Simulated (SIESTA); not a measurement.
Band structure of ZnSe (F-43m, 2 atoms in the cell).

```
ZnSe
1.0
    0.00000     2.82027     2.82027
    2.82027     0.00000     2.82027
    2.82027     2.82027     0.00000
Zn Se
1 1
Direct
  0.00000   0.00000   0.00000
  0.75000   0.75000   0.75000
```

Computed with GGA PBE, numerical atomic orbitals DZP, PseudoDojo PBE standard norm-conserving potentials (rewritten from UPF to PSML) run with SIESTA.

Settings: XC.functional = GGA; XC.authors = PBE; potentials = PseudoDojo PBE standard; PAO.BasisSize = DZP; PAO.EnergyShift = 0.01 Ry; MeshCutoff = 350 Ry; kgrid.MonkhorstPack = 10 10 10; OccupationFunction = FD; ElectronicTemperature = 0.02 eV; MaxSCFIterations = 150; SCF.Mixer.Method = Pulay; SCF.Mixer.Weight = 0.1; SCF.Mixer.History = 8; SCF.DM.Tolerance = 1.0E-04.

The starting cell comes from a database of computed structures (which also holds hypothetical and non-ambient phases and stackings), without a prior relaxation at this level. Its lattice was rescaled by a random factor within 2.5 % of one. Values carry the incompleteness of an atom-centred basis.

**Question.** Predict the gap along the standard path and the places of the band edges.

**Answer.** The gap along the path is 1.56 eV, direct at Γ to within 0.01 eV.

Levels in eV from the top of the valence band on the path, bands 15 to 19:
```tsv
point	15	16	17	18	19
Γ	-6.56	0.00	0.00	0.00	1.56
X	-6.36	-4.74	-2.19	-2.19	3.37
W	-6.24	-4.63	-2.81	-2.69	6.21
K	-6.27	-4.70	-3.15	-1.77	4.27
L	-6.35	-5.30	-0.82	-0.82	3.13
U	-6.27	-4.70	-3.15	-1.77	4.27
```

Higher empty bands are left out: an atom-centred basis made for the valence describes them poorly.
